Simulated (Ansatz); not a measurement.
Take InP in the zinc blende structure (space group F-43m, No. 216) as the base.

```yaml
crystal:
  lattice:
    - [0.00000, 2.91346, 2.91346]
    - [2.91346, 0.00000, 2.91346]
    - [2.91346, 2.91346, 0.00000]
  atoms:
    - { symbol: In, position: [0.00000, 0.00000, 0.00000] }
    - { symbol: P, position: [0.25000, 0.25000, 0.25000] }
```

Cartesian axes are those of the cell as printed.

Level of theory: Ansatz (a program for electronic structure), LDA, PAW, cutoff 420 eV, no spin-orbit coupling.

Base values:

The volume per atom comes out as 24.73 Å³.

Modification: compressive biaxial strain of 2.50 % in the plane normal to [111], as in epitaxy on a mismatched substrate; the out-of-plane cell vector and the atoms relax.

Question: Predict the new volume per atom.

Answer: The volume per atom falls by 0.84 Å³, from 24.73 Å³ to 23.89 Å³.

Whether these cells are dynamically stable was not tested.
